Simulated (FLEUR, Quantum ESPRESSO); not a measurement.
A Quantum ESPRESSO input for a self-consistent single point of K (Im-3m, 1 atom in the cell) (DFT, PBE, plane waves, SSSP 1.1.2 efficiency (PBE) pseudopotentials):

```fortran
&CONTROL
   calculation = 'scf'
   prefix = 'K'
   outdir = './out'
   pseudo_dir = './'
   tprnfor = .true.
   tstress = .true.
/
&SYSTEM
   ibrav = 0
   nat = 1
   ntyp = 1
   ecutwfc = 50
   ecutrho = 400
   occupations = 'smearing'
   smearing = 'gauss'
   degauss = 0.0099958
/
&ELECTRONS
   conv_thr = 1.0d-9
   mixing_beta = 0.3
/
ATOMIC_SPECIES
K     39.0983  K.pbe-spn-kjpaw_psl.1.0.0.UPF
CELL_PARAMETERS {angstrom}
  -2.64000000     2.64000000     2.64000000
   2.64000000    -2.64000000     2.64000000
   2.64000000     2.64000000    -2.64000000
ATOMIC_POSITIONS {crystal}
K     0.00000000    0.00000000    0.00000000
K_POINTS {automatic}
9 9 9  0 0 0
```

Task: Give the FLEUR input for the same structure, mesh, smearing and functional.

Result: One input that does it (others would too):

Input of the input generator:

```
K crystal
&input film=f /
-0.5773502692 0.5773502692 0.5773502692
0.5773502692 -0.5773502692 0.5773502692
0.5773502692 0.5773502692 -0.5773502692
8.6409883830
1.0 1.0 1.0

1
19 0.0000000000 0.0000000000 0.0000000000

&comp jspins=1 /
&kpt div1=9 div2=9 div3=9 /
&end /
```

```xml
<?xml version="1.0" encoding="UTF-8" standalone="no"?>
<fleurInput fleurInputVersion="0.39">
   <comment>
      K crystal                                                                                           
   </comment>
   <calculationSetup>
      <cutoffs Kmax="3.8" Gmax="15.2" GmaxXC="15.2" numbands="0"/>
      <scfLoop itmax="100" minDistance="0.00001" maxIterBroyd="99" imix="Anderson" alpha="0.05" precondParam="0.0" spinf="2.0"/>
      <coreElectrons ctail="T" frcor="F" kcrel="0" coretail_lmax="0"/>
      <xcFunctional name="pbe" relativisticCorrections="F"/>
      <magnetism jspins="1"/>
      <soc l_soc="F" theta="0.0" phi="0.0" spav="F"/>
      <expertModes spex="0" secvar="F"/>
      <geometryOptimization l_f="T" forcealpha="1.0" forcemix="BFGS" epsdisp="0.00001" epsforce="0.00001"/>
      <ldaU l_linMix="F" mixParam="0.05" spinf="1.0"/>
   </calculationSetup>
   <cell>
      <bzIntegration valenceElectrons="9.0" mode="gauss" fermiSmearingEnergy="0.00499791">
         <kPointListSelection listName="default-1"/>
         <!-- k-points included here -->
         <xi:include xmlns:xi="http://www.w3.org/2001/XInclude" href="kpts.xml"> </xi:include>
      </bzIntegration>
      <!-- symmetry operations included here -->
      <xi:include xmlns:xi="http://www.w3.org/2001/XInclude" href="sym.xml"> </xi:include>
      <bulkLattice scale="1.0">
         <bravaisMatrix>
            <row-1>   -4.9888769690791221     4.9888769690791221     4.9888769690791221</row-1>
            <row-2>    4.9888769690791221    -4.9888769690791221     4.9888769690791221</row-2>
            <row-3>    4.9888769690791221     4.9888769690791221    -4.9888769690791221</row-3>
         </bravaisMatrix>
      </bulkLattice>
   </cell>
   <atomSpecies>
      <species name="Potassium (K)" element="K" atomicNumber="19">
         <mtSphere radius="2.68" gridPoints="925" logIncrement="0.013"/>
         <atomicCutoffs lmax="10" lnonsphr="8"/>
         <electronConfig flipSpins="F">
            <coreConfig>(1s1/2) (2s1/2) (2p1/2) (2p3/2)</coreConfig>
            <valenceConfig>(3s1/2) (3p1/2) (3p3/2) (4s1/2)</valenceConfig>
            <stateOccupation state="(4s1/2)" spinUp="0.5" spinDown="0.5"/>
         </electronConfig>
         <energyParameters s="4" p="4" d="3" f="4"/>
         <lo type="SCLO" l="0" n="3" eDeriv="0"/>
         <lo type="SCLO" l="1" n="3" eDeriv="0"/>
      </species>
   </atomSpecies>
   <atomGroups>
      <atomGroup species="Potassium (K)">
         <relPos label="                   1">.0000000000 .0000000000 .0000000000</relPos>
         <force calculate="T" relaxXYZ="TTT"/>
      </atomGroup>
   </atomGroups>
   <output dos="F" band="F" slice="F">
      <checks vchk="F" cdinf="F"/>
      <bandDOS minEnergy="-.5*Htr" maxEnergy="0.5*Htr" sigma="0.015" storeEVData="T"/>
      <vacuumDOS vacdos="F" integ="F" star="F" nstars="0" locx1="0.0" locy1="0.0" locx2="0.0" locy2="0.0" nstm="0" tworkf="0.0"/>
      <unfoldingBand unfoldBand="F" supercellX="1" supercellY="1" supercellZ="1"/>
      <plotting iplot="0" polar="F">
         <plot TwoD="T" vec1="  1.0  0.0  0.0" vec2="  0.0  1.0  0.0" vec3="  0.0  0.0  1.0" zero="  0.0  0.0  0.0" file="plot"/>
      </plotting>
      <chargeDensitySlicing numkpt="0" minEigenval="0.0" maxEigenval="0.0" nnne="0" pallst="F"/>
      <specialOutput eonly="F"/>
      <magneticCircularDichroism mcd="F" energyLo="-10.0" energyUp="0.0"/>
   </output>
  <!-- We include the file relax.xml here to enable relaxations (see documentation) -->
  <xi:include xmlns:xi="http://www.w3.org/2001/XInclude" href="relax.xml"> <xi:fallback/> </xi:include>
</fleurInput>
```

Basis settings and potentials, where a program has them, do not carry over. This input uses DFT, PBE, all-electron FLAPW (FLEUR), scalar-relativistic valence.

The starting cell has typed, rounded lattice constants, without a prior relaxation at this level.
